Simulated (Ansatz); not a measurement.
Defect migration in zinc-blende BN: Si-vacancy pair (Si on one host B site, one B site vacant), charge state -2. The step: a nearby B atom hops onto the vacant site (Si-vacancy distance between ideal sites 2.56 Å throughout); the atom moves 2.57 Å along (0.50, 0.50, 0.00) of the unit cell; the moving atom starts with neighbours N at 1.48, N at 1.55, 2 N at 1.59 Å and ends with N at 1.48, N at 1.55, 2 N at 1.59 Å. DFT values are from Ansatz (plane-wave PAW, 420 eV unless said) in a cell of 64 host sites, spin-restricted, static, with no finite-size correction. The charge state is imposed; whether it is stable for some Fermi level was not computed. Forms of the defect that were not tried may lie lower. For the PBE band: the program found a first-order saddle point.

| Level | Forward barrier (eV) | Cost of the band or of the saddle's single point |
|---|---|---|
| CHGNet universal potential (has no charge state), its own band | 2.34 | - |
| PBE, a 2×2×2 k-point mesh shifted by half a step, band relaxed | 3.69 | around 14 core-minutes (rough) |
| PBE, a 3×3×3 k-point mesh shifted by half a step, same geometries | 3.69 | around 40 core-seconds (rough) |
| r2SCAN at 500 eV, a 2×2×2 k-point mesh shifted by half a step, same geometries | 3.87 | around 28 core-seconds (rough) |

Ansatz is an electronic-structure program.
